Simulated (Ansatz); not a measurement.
HfN, response to strain

The parent structure is HfN in the rock salt structure (space group Fm-3m, No. 225; a = 4.5018 Å; relaxed with 0.1 eV smearing). Axes: x, y, z lie along the cube axes.

Strains are applied to the cell and any free atomic positions relax.

Method: PBEsol in Ansatz (plane waves to 420 eV, PAW, no SOC).

Notes on the quantities. energy relative to the base: free energy F; pressure: mean of the normal stresses, compression positive.

```
variant                      energy relative to the base  pressure
---------------------------  ---------------------------  --------
base                                          0 meV/atom   0.0 GPa
tensor shear ε_xy = +2.00 %                +7.1 meV/atom   0.1 GPa
tensor shear ε_xy = +0.57 %                +0.6 meV/atom   0.0 GPa
tensor shear ε_xy = +1.14 %                +2.3 meV/atom   0.0 GPa
tensor shear ε_xy = +1.71 %                +5.2 meV/atom   0.1 GPa
tensor shear ε_xy = +0.86 %                +1.3 meV/atom   0.0 GPa
tensor shear ε_xy = +1.43 %                +3.6 meV/atom   0.1 GPa
tensor shear ε_xy = +0.29 %                +0.1 meV/atom   0.0 GPa
```

Whether these cells are dynamically stable was not tested. The final runs are not spin-polarised. An odd electron count without spin: HfN.

Ansatz is a quantum-chemistry and plane-wave program.
